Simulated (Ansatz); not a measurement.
Base system: FeSi (space group P2_13, No. 198; ferromagnetic).

```
FeSi
1.0
    4.43130     0.00000     0.00000
    0.00000     4.43130     0.00000
    0.00000     0.00000     4.43130
Fe Si
4 4
Direct
  0.13908   0.13908   0.13908
  0.63908   0.36092   0.86092
  0.86092   0.63908   0.36092
  0.36092   0.86092   0.63908
  0.84493   0.84493   0.84493
  0.34493   0.65507   0.15507
  0.15507   0.34493   0.65507
  0.65507   0.15507   0.34493
```

Method: r2SCAN in Ansatz (plane waves to 500 eV, PAW, scalar-relativistic without spin-orbit coupling).

Before the change:

The shortest interatomic distance comes out as 4.266 bohr and the largest site moment is 1.20 μB. The magnetic state comes out as ferromagnetic and the density comes out as 6.41 g/cm³.

Now apply this change: every Si is replaced by Zn; the structure is relaxed again.

Tabulated Pauling electronegativity and covalent radius: Si 1.90, 1.11 Å; Zn 1.65, 1.22 Å.

Predict the new shortest interatomic distance.

The shortest interatomic distance increases by 0.471 bohr to 4.737 bohr.

How does this affect the largest site moment?

The largest site moment grows by 1.68 μB (1.20 μB → 2.88 μB).

What happens to the magnetic state?

The magnetic state remains ferromagnetic.

Estimate the effect on the density.

The density grows by 1.24 g/cm³, from 6.41 g/cm³ to 7.65 g/cm³.

The magnetic state is the one reached from the starting moments; the real material's order can differ, and small cells can't hold many antiferromagnetic ones. No phonon test of stability was made. As relaxed here, ZnFe is a hypothetical phase, not in the database extracts checked.

Ansatz is a first-principles code.
